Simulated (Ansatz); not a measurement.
## Hypothetical rutile TaSe2: uniaxial stress, 5 GPa tension along z

The reference is TaSe₂ in the rutile structure (space group P4_2/mnm, No. 136; a = 6.296 Å, c = 3.423 Å; a hypothetical phase, not in the database extracts checked). Axes: x, y, z lie along a, b, c of the conventional cell.

Modification: uniaxial stress, 5 GPa tension along z; all other stress components relax to zero.

Computed with plane-wave PAW DFT at the PBEsol level (Ansatz, a quantum-chemistry and plane-wave program, 420 eV), no spin-orbit coupling. Γ-centred 8×8×14 mesh, Fermi–Dirac width 0.05 eV.

```json
[
 {"quantity": "shortest interatomic distance", "base": "2.525 Å", "changed": "2.543 Å", "shift": "+0.018 Å"},
 {"quantity": "energy relative to the base (free energy F)", "base": "0 meV/atom", "changed": "+18 meV/atom", "shift": "+18 meV/atom"},
 {"quantity": "band gap", "base": "zero", "changed": "zero", "shift": "–"},
 {"quantity": "strain response (xx, yy, zz) (rough)", "base": "–", "changed": "(−1.29, −1.29, +4.86) %", "shift": "–"}
]
```

Cost of the whole job for the changed cell (relaxation, final SCF and bands): about 4 core-minutes (a rough figure).

Without a gap, meshes like the base's 8×8×14 leave anisotropic stresses uncertain by several tenths of a GPa, and small strain energies with them. Beyond what the load breaks, stability against distortions was not tested. All final runs are without spin polarisation. TaSe2 has a high density of states at the Fermi level and may be magnetic at this level.
